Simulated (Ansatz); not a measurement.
**Pressure series in TiTe2**

Base system: TiTe₂ in the CdI2 type structure (space group P-3m1, No. 164; layered, stacked along the Cartesian z axis).

```xyz
3
Lattice="3.7840 0.0000 0.0000 -1.8920 3.2770 0.0000 0.0000 0.0000 6.6016" Properties=species:S:1:pos:R:3 pbc="T T T"
Ti     0.0000     0.0000     0.0000
Te     0.0000     2.1847     1.6956
Te     1.8920     1.0923     4.9060
```

Cell and atoms are relaxed at each pressure.

Calculations: Ansatz (a program for electronic structure), r2SCAN+rVV10, PAW, cutoff 500 eV, spin-orbit coupling left out.

Candidates:
(a) pressure 0.7 GPa
(b) pressure 3 GPa
(c) pressure 5 GPa
(d) pressure 1.5 GPa

Base values:

| Property | Result |
|---|---|
| c/a ratio | 1.745 |

Q: Order them by c/a ratio, lowest first.

A: (c) pressure 5 GPa (1.698), (b) pressure 3 GPa (1.706), (d) pressure 1.5 GPa (1.719), (a) pressure 0.7 GPa (1.731)

Load acts through the strain it causes; cell and atoms are relaxed under it. Stability against distortions was not tested. No other phases were tried under pressure. The final runs are not spin-polarised.
